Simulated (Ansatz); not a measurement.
The starting structures come from a database of crystals and need not be the phases stable at ambient conditions.

 Where the default PAW files enter, the runs use the earlier of Ansatz's two default sets.

Crystal: BiTeI (P3m1, not sure to be the ambient phase, 3 atoms a cell, 37.2 Å³ an atom); planes in its conventional cell.

Method: PBEsol (plane waves, PAW; Ansatz, an electronic-structure program).

The gap is the functional's own. No spin-orbit coupling. Mid-gap values are interpolated on the energy grid.

```tsv
plane	area of the cell (Å²)	mid-gap κ (1/Å)	largest κ in the gap (1/Å)
(001)	16.3	0.16	0.16
(100)	29.6	…	…
```

The slowest decay depends on the direction. Supply the withheld values.


- (100), mid-gap κ (1/Å): 0.11
- (100), largest κ in the gap (1/Å): 0.11
